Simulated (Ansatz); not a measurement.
ZrC: isotropic strain +2.50 %

The reference is ZrC in the rock salt structure (space group Fm-3m, No. 225; a = 4.709 Å; relaxed with 0.1 eV smearing).

The change: the cell is scaled by 1.0250 in all directions; the atoms relax in the strained cell.

Computed with Kohn–Sham DFT with the PBE functional, run in Ansatz (a program for electronic structure) with PAW and 420 eV plane waves, spin-orbit coupling left out. Settings: 21×21×21 k-points, 0.1 eV Fermi–Dirac smearing.

The volume per atom grows by 1.00 Å³ (13.05 Å³ → 14.05 Å³) and the space group is still Fm-3m (No. 225). The shortest interatomic distance goes up by 0.059 Å to 2.413 Å and the energy goes up by 47 meV/atom. The pressure goes from zero to -14.2 GPa and the band gap remains zero.

Whether these cells are dynamically stable was not tested. All final runs are without spin polarisation.
